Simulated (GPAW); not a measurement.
# Equation of state of hcp Os (space group 194): energy against volume (GPAW, PBEsol)

```
Os
1.0
    2.65073     0.00000     0.00000
   -1.32537     2.29560     0.00000
    0.00000     0.00000     4.19457
Os
2
Direct
  0.66667   0.33333   0.75000
  0.33333   0.66667   0.25000
```

Method: PBEsol, GPAW PAW datasets PBEsol (made by gpaw-setup) (plane waves; GPAW). Settings: mode = pw; ecut = 585 eV; xc = PBEsol; kpts = 25 25 14; mesh shift (steps) = 0 0 0; occupations.name = fermi-dirac; occupations.width = 0.05 eV; nbands = -10; symmetry.symmorphic = false; symmetry.tolerance = 0.0005; maxiter = 150. The cell above is the first row's. The rows scale it uniformly. In all rows fractional positions and the k mesh are held. E is the free energy at the stated smearing, counted from the lowest row.

| V (Å^3/atom) | E (meV/atom) |
|---|---|
| 12.762 | ? |
| 13.039 | 63.79 |
| 13.317 | 24.70 |
| 13.594 | 4.11 |
| 13.872 | 0.00 |
| 14.149 | 10.56 |
| 14.427 | 34.21 |
| 14.704 | 69.50 |
| 14.982 | 115.15 |

Task: Fit E against V with the third-order Birch-Murnaghan form, a cubic in V^(-2/3), and predict the withheld value at V = 12.762.

Result: With u = V^(-2/3) - 0.172, the rows have u = 0.008511, 0.005990, 0.003564, 0.001210, -0.001058, -0.003261, -0.005387, -0.007454. Least squares gives E = 3.880 - 4862.84·u + 1373041·u² + 3006778·u³. Residuals (row less fit): -0.015, 0.037, -0.015, -0.012, 0.002, -0.025, 0.049, -0.021; standard error 0.037 (degrees of freedom: 4). Its minimum lies at u = 0.001761, so V0 = (0.173761)^(-3/2) = 13.81. There d²E/du² = 2778000 and d³E/du³ = 1.804e7, so B0 = (4/9) × 13.81^(-7/3) × 2778000 × 0.160218 = 433 GPa (the last factor turns the table's units into GPa), and B0' = 4 + (2/3) × 0.173761 × (1.804e7)/2778000 = 4.8. The program's pressures in the fitted runs (not shown) pass through zero at V = 13.81, 0.01 % from this V0. At the withheld row, u = 0.011114, so E = 3.880 - 4862.84 × 0.011114 + 1373041 × 0.011114² + 3006778 × 0.011114³ = 123.562 meV/atom. The calculation gives 123.60 meV/atom, 0.038 meV/atom above the prediction (under 0.05 % of the range of E in the table). The row lies outside the fitted rows, so this is an extrapolation. From the scatter of the fitted rows alone, a prediction at this place has a standard error of 0.109 meV/atom, so the miss is 0.3 times that.

Carrying the step between the two nearest rows on in a straight line would have given 102.74, off by 20.86; series whose last step already gives the withheld value aren't shown. The scan was laid around a cell of about the measured size, scaled by a guess for this functional; axis ratios and inner coordinates come from that cell. The runs keep the symmetry of the cell, so they don't test it for distortions. Spin polarisation is off. Spin-orbit coupling is off. The shape of the cell and the inner coordinates aren't relaxed, so V0 and B0 belong to this uniform scaling; a relaxed crystal lies no higher in energy and is usually softer. Cutoffs and mesh are single choices, not tested for convergence of this quantity. Series with a scatter that would blur these digits, or in which a gap closes, are not shown. Nor are scans whose minimum lies at an end fitted in this form.
